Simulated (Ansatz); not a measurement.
Electronic density of states of amorphous Al₂₈O₄₅Ga₂, density 3.25 g/cm³, on a 2×2×2 Γ-centred mesh with a Gaussian width of 0.1 eV; energies count from the Fermi level, whose place inside the gap is arbitrary. Cell and mesh are small, so fine structure isn't converged. Method: PBE, scalar-relativistic without spin-orbit coupling (plane waves to 420 eV, PAW; Ansatz, a program for electronic structure). Sampling: a 2×2×2 Γ-centred mesh; Fermi-Dirac width 0.02 eV; no spin polarisation. At PBE the levels at the filled edge of the gap are localised (band-tail or defect states), and the nearest spread-out levels lie 3.9 eV apart at the zone centre.

The cell was made by melting and quenching with the CHGNet potential and then relaxed with DFT. O atoms were pushed apart under 1.9 Å during the dynamics, to hinder bonds among them. The hot cell started wider than the set density and was brought back towards it in steps. It is the lowest in DFT energy of 2 quenches. It is a model cell: composition and starting density were chosen by hand, and all elements were melted together. No dispersion term was used. Its density started from a set value of 3.25 and ended at 3.25 g/cm³. The quench (nominally 280 K/ps over its main leg) was far faster than any real one, so the model tends to hold more defects than a real film. Values belong to this one cell and scatter from quench to quench. The volume was held where the preparation left it and the shape relaxed, at a PBE pressure of 1.1 GPa. Stress components on the final sampling reach 1.1 GPa.

```tsv
E - EF (eV)	states/(eV atom)
-12.00	0.00
-11.90	0.00
-11.80	0.00
-11.70	0.00
-11.60	0.00
-11.50	0.00
-11.40	0.00
-11.30	0.00
-11.20	0.00
-11.10	0.00
-11.00	0.00
-10.90	0.00
-10.80	0.00
-10.70	0.00
-10.60	0.00
-10.50	0.00
-10.40	0.00
-10.30	0.00
-10.20	0.00
-10.10	0.00
-10.00	0.00
-9.90	0.00
-9.80	0.00
-9.70	0.00
-9.60	0.00
-9.50	0.00
-9.40	0.00
-9.30	0.00
-9.20	0.00
-9.10	0.00
-9.00	0.00
-8.90	0.00
-8.80	0.00
-8.70	0.00
-8.60	0.04
-8.50	0.13
-8.40	0.15
-8.30	0.15
-8.20	0.13
-8.10	0.20
-8.00	0.33
-7.90	0.36
-7.80	0.37
-7.70	0.39
-7.60	0.39
-7.50	0.43
-7.40	0.45
-7.30	0.39
-7.20	0.37
-7.10	0.40
-7.00	0.36
-6.90	0.34
-6.80	0.34
-6.70	0.41
-6.60	0.47
-6.50	0.43
-6.40	0.46
-6.30	0.50
-6.20	0.53
-6.10	0.52
-6.00	0.54
-5.90	0.54
-5.80	0.54
-5.70	0.55
-5.60	0.57
-5.50	0.58
-5.40	0.55
-5.30	0.51
-5.20	0.52
-5.10	0.59
-5.00	0.62
-4.90	0.58
-4.80	0.57
-4.70	0.63
-4.60	0.67
-4.50	0.63
-4.40	0.66
-4.30	0.73
-4.20	0.66
-4.10	0.69
-4.00	0.74
-3.90	0.65
-3.80	0.63
-3.70	0.63
-3.60	0.67
-3.50	0.73
-3.40	0.76
-3.30	0.72
-3.20	0.74
-3.10	0.77
-3.00	0.78
-2.90	0.80
-2.80	0.80
-2.70	0.72
-2.60	0.71
-2.50	0.74
-2.40	0.66
-2.30	0.48
-2.20	0.47
-2.10	0.48
-2.00	0.41
-1.90	0.36
-1.80	0.36
-1.70	0.22
-1.60	0.05
-1.50	0.00
-1.40	0.00
-1.30	0.00
-1.20	0.00
-1.10	0.00
-1.00	0.00
-0.90	0.00
-0.80	0.00
-0.70	0.00
-0.60	0.00
-0.50	0.00
-0.40	0.00
-0.30	0.00
-0.20	0.00
-0.10	0.00
0.00	0.00
0.10	0.00
0.20	0.00
0.30	0.00
0.40	0.00
0.50	0.00
0.60	0.00
0.70	0.00
0.80	0.00
0.90	0.00
1.00	0.00
1.10	0.00
1.20	0.00
1.30	0.00
1.40	0.00
1.50	0.00
1.60	0.01
1.70	0.02
1.80	0.00
1.90	0.00
2.00	0.00
2.10	0.00
2.20	0.00
2.30	0.01
2.40	0.04
2.50	0.05
2.60	0.05
2.70	0.05
2.80	0.05
2.90	0.05
3.00	0.07
3.10	0.08
3.20	0.07
3.30	0.05
3.40	0.06
3.50	0.08
3.60	0.09
3.70	0.11
3.80	0.11
3.90	0.11
4.00	0.11
4.10	0.08
4.20	0.08
4.30	0.12
4.40	0.15
4.50	0.14
4.60	0.14
4.70	0.17
4.80	0.16
4.90	0.19
5.00	0.23
5.10	0.21
5.20	0.24
5.30	0.27
5.40	0.25
5.50	0.28
5.60	0.32
5.70	0.31
5.80	0.30
5.90	0.34
6.00	0.35
6.10	0.35
6.20	0.39
6.30	0.34
6.40	0.32
6.50	0.33
6.60	0.31
```

The level gap on this mesh is 3.36 eV; the broadening fills part of it in the curve.
